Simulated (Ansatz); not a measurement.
Density of states of Si$_{2}$N$_{2}$O (Cmc2_1) below the valence band maximum, Ansatz (a first-principles code) with PBEsol, rigid bands; cell volume 119.7 Å³.

```json
[
 {"energy from edge (eV)": "0.006", "10⁻³ states/eV/cell": "278"},
 {"energy from edge (eV)": "0.031", "10⁻³ states/eV/cell": "713"},
 {"energy from edge (eV)": "0.056", "10⁻³ states/eV/cell": "1150"},
 {"energy from edge (eV)": "0.081", "10⁻³ states/eV/cell": "1510"},
 {"energy from edge (eV)": "0.106", "10⁻³ states/eV/cell": "1800"},
 {"energy from edge (eV)": "0.131", "10⁻³ states/eV/cell": "2060"},
 {"energy from edge (eV)": "0.156", "10⁻³ states/eV/cell": "2310"},
 {"energy from edge (eV)": "0.181", "10⁻³ states/eV/cell": "2550"},
 {"energy from edge (eV)": "0.206", "10⁻³ states/eV/cell": "2800"},
 {"energy from edge (eV)": "0.231", "10⁻³ states/eV/cell": "3100"},
 {"energy from edge (eV)": "0.256", "10⁻³ states/eV/cell": "3490"},
 {"energy from edge (eV)": "0.281", "10⁻³ states/eV/cell": "3630"},
 {"energy from edge (eV)": "0.319", "10⁻³ states/eV/cell": "3890"},
 {"energy from edge (eV)": "0.344", "10⁻³ states/eV/cell": "4090"},
 {"energy from edge (eV)": "0.369", "10⁻³ states/eV/cell": "4320"},
 {"energy from edge (eV)": "0.394", "10⁻³ states/eV/cell": "4630"},
 {"energy from edge (eV)": "0.419", "10⁻³ states/eV/cell": "5260"},
 {"energy from edge (eV)": "0.444", "10⁻³ states/eV/cell": "5180"},
 {"energy from edge (eV)": "0.469", "10⁻³ states/eV/cell": "5210"},
 {"energy from edge (eV)": "0.494", "10⁻³ states/eV/cell": "5630"},
 {"energy from edge (eV)": "0.519", "10⁻³ states/eV/cell": "6000"},
 {"energy from edge (eV)": "0.544", "10⁻³ states/eV/cell": "5780"},
 {"energy from edge (eV)": "0.569", "10⁻³ states/eV/cell": "5560"},
 {"energy from edge (eV)": "0.594", "10⁻³ states/eV/cell": "5360"}
]
```

Problem. What effective density of states at 300 K does this give (∫ g(E) exp(−E/k_BT) dE, both spins, divided by the cell's size)?

Solution. 1.3e20 cm⁻³, a density-of-states mass of 3.0 mₑ, valleys and band degeneracy included.

Spin-orbit coupling is left out; where it splits the top of the valence band, N_v and the p-type Seebeck coefficient come out somewhat high without it. Geometry: cell and atoms relaxed with PBEsol.

Formula and space group known from diffraction (Crystallography Open Database), not checked to be the room-temperature form: Si2N2O (Cmc2_1).
